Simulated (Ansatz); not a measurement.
# bcc Eu

The numbers are results of r²SCAN+rVV10 in Ansatz (PAW), not measurements.

Run with plane-wave cutoff 560 eV, 18×18×18 k mesh, Fermi–Dirac smearing 0.05 eV, spin-polarised with parallel moments, scalar-relativistic PAW data made under PBE.

Cell (relaxed at this level):

```
CELL_PARAMETERS angstrom
     -2.19725     2.19725     2.19725
      2.19725    -2.19725     2.19725
      2.19725     2.19725    -2.19725
ATOMIC_POSITIONS crystal
  Eu 0.00000 0.00000 0.00000
```
Starting moments (μB, in the order of the record's atoms Eu): 7.0.

- bulk modulus: 14.8 GPa
- magnetic moment per atom (the cell's total over its atoms): 7.83 μB
- pressure derivative B′ of the bulk modulus: 2.8

Measured, for comparison: bulk modulus 10.9 ± 0.6 GPa (room temperature, not corrected to a static lattice, our sources range from 10.9 to 11.7; as tabulated in arXiv:1012.3782). Computed (rounded) less measured: bulk modulus +36 % (+26 % to +36 % over the range).

Note: the 4f shell is treated without U or exact exchange, so its levels and filling can be wrong; the collinear magnetic order is the start's and need not be the measured one.

Moments are spin moments.

Spin–orbit coupling is not included.

Cost on a shared machine: roughly 13 core-minutes.

Ansatz is a first-principles code.
